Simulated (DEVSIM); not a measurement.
Device: W/AlN/n-In0.53Ga0.47As capacitor, at 400 K.

| layer (left to right) | material | thickness (nm) | Nd (cm⁻³) |
|---|---|---|---|
| 1 | AlN | 7.40 | - |
| 2 | In0.53Ga0.47As | 3800 | 2.2e16 |

Metal gate on the left, work function 4.6 eV. Fixed charge at the semiconductor interface 1.9e12 cm⁻² (in units of +e); no interface traps.

This is a model device: material constants are rounded textbook-type values typed into the input, and sizes, dopings and lifetimes were drawn at random. Values at 300 K; Nc and Nv go as T^1.5, mobilities as T to minus their exponent, the gap by Varshni's rule with the affinity fixed.

| parameter | AlN | In0.53Ga0.47As |
|---|---|---|
| gap (eV) | 6.1 | 0.74 |
| affinity (eV) | 1.9 | 4.51 |
| permittivity | 8.5 | 13.9 |
| Nc (cm⁻³) | - | 2.1e17 |
| Nv (cm⁻³) | - | 7.7e18 |
| Varshni α (eV/K) | - | 0.00035 |
| Varshni β (K) | - | 190 |

Simulated with DEVSIM: 1D Poisson equation in equilibrium, Boltzmann statistics, complete ionisation; no quantum confinement or tunnelling. Metal contacts follow the ideal Schottky-Mott rule: no Fermi-level pinning, no interface dipoles.

Base results: capacitance of the dielectric stack (μF/cm²) 1.02; threshold voltage (band bending 2φF) (V) -0.76; flat-band voltage (V) -0.30; minimum of the low-frequency capacitance (μF/cm²) 0.0869.

Question: What follows from this one change: fixed charge 1.9e+12 → 2.68e+12 cm^-2?

Answer: capacitance of the dielectric stack little changed (1.02 μF/cm²); threshold voltage (band bending 2φF) -0.76 → -0.88 V; flat-band voltage -0.30 → -0.42 V; minimum of the low-frequency capacitance little changed (0.0874 μF/cm²).

Question: What follows from this one change: gate work function 4.6 → 4.75 eV?

Answer: capacitance of the dielectric stack little changed (1.02 μF/cm²); threshold voltage (band bending 2φF) -0.76 → -0.61 V; flat-band voltage -0.30 → -0.15 V; minimum of the low-frequency capacitance little changed (0.0869 μF/cm²).

Question: What follows from this one change: AlN thickness 0.0074 → 0.0063 μm?

Answer: capacitance of the dielectric stack 1.02 → 1.19 μF/cm²; threshold voltage (band bending 2φF) -0.76 → -0.71 V; flat-band voltage -0.30 → -0.26 V; minimum of the low-frequency capacitance little changed (0.0880 μF/cm²).

Question: What follows from this one change: interface trap density 0 → 3e+11 cm^-2 eV^-1?

Answer: capacitance of the dielectric stack little changed (1.02 μF/cm²); threshold voltage (band bending 2φF) -0.76 → -0.77 V; flat-band voltage little changed (-0.30 V); minimum of the low-frequency capacitance 0.0869 → 0.126 μF/cm².

Question: What follows from this one change: substrate doping 2.2e+16 → 4.4e+16 cm^-3?

Answer: capacitance of the dielectric stack little changed (1.02 μF/cm²); threshold voltage (band bending 2φF) -0.76 → -0.81 V; flat-band voltage -0.30 → -0.28 V; minimum of the low-frequency capacitance 0.0869 → 0.110 μF/cm².
